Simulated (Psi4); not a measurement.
Psi4 1.11, B3LYP/def2-svpd: In(H)(OMe)(NH2) (C[O][InH][NH2]), 10 atoms. The geometry is a generated start, not checked to be a minimum at this level.

```json
{
  "task": "energy",
  "method": "b3lyp",
  "basis": "def2-svpd",
  "memory": "3 GB",
  "maxiter": "100",
  "keys_of_the_molecule_block": "symmetry c1",
  "scf_type": "df (default)",
  "guess": "auto, which took SAD (default)",
  "scf_initial_accelerator": "adiis (default)",
  "e_convergence": "1e-06 (default)",
  "d_convergence": "1e-06 (default)",
  "dft_radial_points": "75 (default)",
  "dft_spherical_points": "302 (default)",
  "effective_core_potentials": "those of the basis set, past Kr",
  "basis_functions": "143",
  "grid_points": "216986"
}
```

```xyz
10

In     0.0581    -0.2645     1.4160
H      0.0418    -1.3301     2.7317
O     -0.0824    -1.3358    -0.2325
C     -0.0465    -0.8835    -1.5582
H      0.1559     0.1948    -1.6367
H      0.7434    -1.4160    -2.0978
H     -1.0060    -1.0925    -2.0446
N      0.3317     1.7565     1.1276
H      0.0784     2.3209     1.9348
H     -0.2745     2.0500     0.3597
```

One run each on 2 threads. Values of diis_max_vecs tried: 3, 6, 10 (default), 20.

### Question
Predict the course of the SCF iterations along this series.

### Answer
Fewest SCF iterations, within one of each other: 6 with 10, 10 (default) with 10, 20 with 10. The count rises to 16 at 3. All converge to one solution.

```tsv
diis_max_vecs	SCF iterations	end
3	16	same solution
6	10	same solution
10 (default)	10	same solution
20	10	same solution
```
